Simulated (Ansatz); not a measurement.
A computed series for La2PI2: response to strain

Start from La2PI2 (space group P-3m1, No. 164; a = 4.322 Å, c = 10.912 Å; a cell from a computed database, its experimental status unchecked; layered, stacked along the Cartesian z axis). Axes: x lies along a and z along c of the hexagonal cell.

Strains are applied to the cell and any free atomic positions relax; under biaxial strain the out-of-plane vector relaxes too.

Method: Ansatz (an electronic-structure program) r2SCAN+rVV10, no spin-orbit coupling.

Notes on the quantities. pressure: mean of the normal stresses, compression positive.

```csv
variant,shortest interatomic distance,pressure
base,2.972 Å,0.0 GPa
"biaxial strain −0.80 %, plane normal [001], relaxed out of plane",2.961 Å,0.4 GPa
"biaxial strain +4.01 %, plane normal [001], relaxed out of plane",3.027 Å,-1.8 GPa
isotropic strain −4.32 %,2.890 Å,5.9 GPa
isotropic strain +3.90 %,3.031 Å,-2.2 GPa
```

Without a gap, meshes like the base's 12×12×5 leave anisotropic stresses uncertain by several tenths of a GPa, and small strain energies with them. Whether these cells are dynamically stable was not tested. The final runs are not spin-polarised. An odd electron count without spin: La2PI2.
